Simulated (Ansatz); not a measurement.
## YRu$_{3}$Si$_{2}$ (space group P6/mmm, No. 191; a cell from a computed database, its experimental status unchecked)

```
CELL_PARAMETERS angstrom
      5.49233     0.00000     0.00000
     -2.74616     4.75650     0.00000
      0.00000     0.00000     3.61023
ATOMIC_POSITIONS crystal
  Y  0.00000 0.00000 0.00000
  Si 0.66667 0.33333 0.00000
  Si 0.33333 0.66667 0.00000
  Ru 0.50000 0.50000 0.50000
  Ru 0.00000 0.50000 0.50000
  Ru 0.50000 0.00000 0.50000
```

The values are results of Ansatz (a quantum-chemistry and plane-wave program), PBEsol, PAW, cutoff 420 eV, scalar-relativistic without spin-orbit coupling, not measurements. k-mesh 10×10×13 (Γ-centred); smearing 0.05 eV (Fermi–Dirac).

- Volume per atom: 15.72 Å³
- Density: 7.89 g/cm³
- Band gap: zero
- Total energy: -3748.604 eV/atom (σ→0; compares only within this code and set-up)

Whether these cells are dynamically stable was not tested. The final runs are not spin-polarised. An odd electron count without spin: YRu3Si2.
